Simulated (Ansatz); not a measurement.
**CdS: element substitutions**

Take CdS in the zinc blende structure (space group F-43m, No. 216) as the base.

```
CdS
1.0
    0.00000     2.93887     2.93887
    2.93887     0.00000     2.93887
    2.93887     2.93887     0.00000
S Cd
1 1
Direct
  0.25000   0.25000   0.25000
  0.00000   0.00000   0.00000
```

Each row replaces one element on all its sites; cell and atoms are relaxed.

The values are results of r2SCAN (Ansatz, a first-principles code, PAW, no spin-orbit coupling), not measurements.

```tsv
case	band gap	shortest interatomic distance
base	1.54 eV	2.545 Å
Cd → Be	3.59 eV	2.108 Å
Cd → Zn	2.70 eV	2.334 Å
S → Os	zero	2.578 Å
```

Spin-orbit coupling, missing from the scalar runs, can matter with Os. Stability against distortions was not tested. As relaxed here, CdOs is a hypothetical phase, not in the database extracts checked. All final runs are without spin polarisation. CdOs has a high density of states at the Fermi level and may be magnetic at this level.
